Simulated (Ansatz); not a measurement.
Consider CoSn (space group P6/mmm, No. 191; a = 5.294 Å, c = 4.235 Å; non-magnetic).

Calculations: DFT with PBE, PAW potentials and a 420 eV plane-wave cutoff in Ansatz (a program for electronic structure), scalar-relativistic without spin-orbit coupling.

Base values:

```
Quantity               Value
-------------------  -------
Lattice parameter a  5.294 Å
```

It is then changed as follows: a hydrostatic pressure of 4.2 GPa.

**Question.** How does this affect the lattice parameter a?

**Answer.** The lattice parameter a falls by 0.053 Å to 5.241 Å.

Load acts through the strain it causes; cell and atoms are relaxed under it. Whether these cells are dynamically stable was not tested. Seeded moments were not kept for the base. All final runs are without spin polarisation.
